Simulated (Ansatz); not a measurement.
## A computed series for SiC: response to strain

Take SiC in the zinc blende structure (space group F-43m, No. 216) as the base.

```yaml
crystal:
  lattice:
    - [0.00000, 2.16449, 2.16449]
    - [2.16449, 0.00000, 2.16449]
    - [2.16449, 2.16449, 0.00000]
  atoms:
    - { symbol: Si, position: [0.00000, 0.00000, 0.00000] }
    - { symbol: C, position: [0.25000, 0.25000, 0.25000] }
```

Cartesian axes are those of the cell as printed.

Strains are applied to the cell and any free atomic positions relax.

All numbers come from LDA (Ansatz, an electronic-structure program, PAW, scalar-relativistic without spin-orbit coupling).

Notes on the quantities. energy relative to the base: free energy F.

```csv
uniaxial strain ε_zz (%),energy relative to the base (meV/atom)
0,0.0
0.5,?
1,1.3
1.5,2.9
2,5.1
2.5,7.9
3,11.4
```

**Question.** Fit ΔE = Aε² + Bε³ (ε in %) to the rows shown and predict the withheld row.

**Answer.** Least squares on the printed values gives A = 1.29 and B = -0.0097 meV/atom (largest residual 0.0 meV/atom); this predicts 0.3 meV/atom, and the run gives 0.3 meV/atom, in agreement.

No phonon test of stability was made.
